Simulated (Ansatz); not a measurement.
System: GaP (P6₃mc, No. 186, 4 atoms in the cell; start mp-8882; a measured phase of this formula has another space group). Method: r²SCAN+rVV10 (PAW; Ansatz, a quantum-chemistry and plane-wave program).

Input:

Ansatz 0.2 input:
```yaml
crystal:
  lattice:
    - [3.8047564277, 0.0, 0.0]
    - [-1.9023782138, 3.2950157216, 0.0]
    - [0.0, 0.0, 6.2789415778]
  atoms:
    - { symbol: Ga, position: [0.6666666667, 0.3333333333, 0.5001607994] }
    - { symbol: Ga, position: [0.3333333333, 0.6666666667, 0.0001607994] }
    - { symbol: P, position: [0.6666666667, 0.3333333333, 0.8738392006] }
    - { symbol: P, position: [0.3333333333, 0.6666666667, 0.3738392006] }
basis:
  ecutwfc: 560
  ecutrho_ratio: 4
  xc_grid: 3
kpoints:
  mp_grid: { grid: [12, 12, 6] }
hamiltonian:
  xc: r2scan
  dispersion: rvv10
  pseudopotentials: { kind: paw }
scf:
  occupations: { method: fermi_dirac, width: 0.01 }
output:
  forces: true
  stress: true
  eigenvalues: true
relax:
  f_tol: 0.004
  escape_saddle: false
  max_steps: 80
  cell: { stress_tol: 0.02, fix: [volume] }
```

Excerpt of the program's output:

```
Relaxation: its limit of steps is 80 (relax.max_steps)
Crystal: 4 atoms, lattice volume = 78.717 Å³
Basis set: ecut = 560 eV, 2371 PW (Γ), exchange–correlation on 90×90×150 points (27 copies of the dense FFT grid, shifted against one another)
Bands: 22, of which v1, the nominal top of the filled ones, is band 18 counted from 1 (17 counted from 0)
Symmetry: 12 space group operations
Space group: P63mc (ITA 186), of the structure as read, at distance tolerance 4.3e-5 Å
k-points: 76 of 864 (time reversal used)
Functional: x = r2scan, c = r2scan + rvv10(b = 11.95, C = 0.0093); τ floored in thin density (d = 2e-4 eV/Å³)
SCF iter   1: F=—  HF=-9097.536755 eV  |F-HF|=—  |Δ(HF+E_count)|=         —  Δρ=8.86e-3  dr2=4.11e-2  dr2_τ=1.61e-2
SCF iter   2: F=—  HF=-9097.557565 eV  |F-HF|=—  |Δ(HF+E_count)|=   2.08e-2  Δρ=2.20e-3  dr2=2.54e-3  dr2_τ=2.11e-4
  ...
SCF 1 converged in 6 iterations: F = -9097.556369 eV  dr2 = 7.64e-8
Crystal: 4 atoms, lattice volume = 78.717 Å³
Initial density: handed on by an earlier stage of this run
SCF 2 converged in 5 iterations: F = -9097.556381 eV  dr2 = 3.48e-9
Crystal: 4 atoms, lattice volume = 78.717 Å³
SCF 3 converged in 3 iterations: F = -9097.556384 eV  dr2 = 3.00e-9
Crystal: 4 atoms, lattice volume = 78.717 Å³
SCF 4 converged in 3 iterations: F = -9097.556385 eV  dr2 = 8.90e-10
Crystal: 4 atoms, lattice volume = 78.717 Å³
SCF iter   6: F=—  HF=-9097.556386 eV  |F-HF|=—  |Δ(HF+E_count)|=  1.82e-11  Δρ=2.20e-7  dr2=1.82e-11  dr2_τ=5.22e-13
SCF iter   7: F=-9097.556386 eV  HF=-9097.556386 eV  |F-HF|=3.64e-12  |Δ(HF+E_count)|=  3.64e-12  Δρ=9.32e-8  dr2=3.15e-12  dr2_τ=1.02e-13
SCF 5 converged in 7 iterations: F = -9097.556386 eV  dr2 = 3.15e-12
SCF converged after 7 iterations
Free energy (F): -9097.556386 eV
Internal energy: -9097.556386 eV  (E = F + TS)
E sigma→0 (E₀):  -9097.556386 eV
Fermi energy:    8.218360 eV
--- Stress (GPa, compression-positive) ---
        1.893516      -0.000000       0.000000
       -0.000000       1.893516       0.000000
        0.000000       0.000000       1.893912
  P = ⅓ Tr σ = 1.8936 GPa (18.936 kbar)
```

The cell is one volume of an energy–volume scan, off the minimum.

The PAW data were made under PBE.

Note: the relaxation could not lower the start's symmetry, so the cell can be a saddle point above a distorted one.

A start named mp-… is a Materials Project structure, which need not be a measured phase.
